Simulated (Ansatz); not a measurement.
CsPbBr3 under a change: pressure 30 GPa

Consider CsPbBr3 in the cubic perovskite structure (space group Pm-3m, No. 221; a = 5.938 Å).

The change: a hydrostatic pressure of 30 GPa.

Level of theory: r2SCAN in Ansatz (plane waves to 500 eV, PAW, without spin-orbit coupling). Γ-centred 6×6×6 mesh, Fermi–Dirac width 0.05 eV.

```csv
quantity,base,changed,shift
volume per atom,41.87 Å³,26.09 Å³,-15.78 Å³
lattice parameter a,5.938 Å,5.071 Å,-0.8661 Å
shortest interatomic distance,2.969 Å,2.536 Å,-0.433 Å
enthalpy H = E + PV relative to the base's energy,–,+5.84 eV/atom,–
band gap,2.03 eV,zero,–
```

Final structure:

```
CELL_PARAMETERS angstrom
      5.07150     0.00000     0.00000
      0.00000     5.07150     0.00000
      0.00000     0.00000     5.07150
ATOMIC_POSITIONS crystal
  Cs 0.00000 0.00000 0.00000
  Pb 0.50000 0.50000 0.50000
  Br 0.00000 0.50000 0.50000
  Br 0.50000 0.50000 0.00000
  Br 0.50000 0.00000 0.50000
```

A case with no gap was solved on a k-mesh chosen for an insulator, which is coarse for it. With Pb present, leaving out spin-orbit coupling can change the band edges. Load acts through the strain it causes; cell and atoms are relaxed under it. Stability against distortions was not tested. No other phases were tried under pressure. All final runs are without spin polarisation. Many cubic perovskites are stable only at high temperature; tilts and polar distortions were not tested. This is not the structure that CsPbBr3 has at room temperature and ambient pressure. The zero or small gap of CsPbBr3 under pressure 30 GPa can change with the level of theory.

Ansatz is a first-principles code.
